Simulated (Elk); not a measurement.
Band structure of Cd₂Hg (I4/mmm, 3 atoms in the cell).

```xyz
3
Lattice="-1.9855 1.9855 4.2407 1.9855 -1.9855 4.2407 1.9855 1.9855 -4.2407" Properties=species:S:1:pos:R:3 pbc="T T T"
Cd     0.0000     0.0000     2.8345
Cd     0.0000     0.0000     5.6468
Hg     0.0000     0.0000     0.0000
```

Method of the run: PBEsol, all-electron FP-LAPW, Elk's shipped species files, APW+lo basis with extra local orbitals run with Elk.

Settings: xctype = 22; rgkmax = 8; stype = 0; swidth = 0.00999582 Ha; ngridk = 10 10 10; gmaxvr = 16 1/bohr; nxlo = 2; lorbcnd = true; rmtscf = 0.93; lmaxi = 3.

The starting cell comes from a database of computed structures (which also holds hypothetical and non-ambient phases and stackings), without a prior relaxation at this level. Its lattice was rescaled by a random factor within 2.5 % of one. Spin-orbit coupling is off. Values depend on the basis (sphere radii, cutoffs, local orbitals), which need not be converged.

Levels in eV from the Fermi level, bands 24 to 31:
```
point     24     25     26     27     28    29    30     31
-----  -----  -----  -----  -----  -----  ----  ----  -----
Γ      -7.07  -6.76   1.31   1.52   3.56  4.11  4.32   4.32
X      -6.76  -3.24  -2.73  -1.10  -1.05  0.43  0.89   5.95
Y      -6.82  -3.58  -2.40  -2.36  -2.12  2.31  2.58   6.23
S      -6.80  -5.21  -4.31  -4.24   3.59  4.81  5.72   5.80
Z      -6.75  -6.23  -6.07   1.11   1.11  2.28  6.67  10.45
S1     -6.80  -5.21  -4.31  -4.24   3.59  4.81  5.72   5.80
N      -6.75  -5.39  -5.07  -1.13   0.78  5.38  5.73   6.40
P      -6.76  -3.25  -1.90  -1.70  -1.70  1.61  1.70   3.79
Y1     -6.82  -3.58  -2.40  -2.36  -2.12  2.31  2.58   6.23
```

Bands cross the Fermi level along this path, so the cell is metallic at this level.
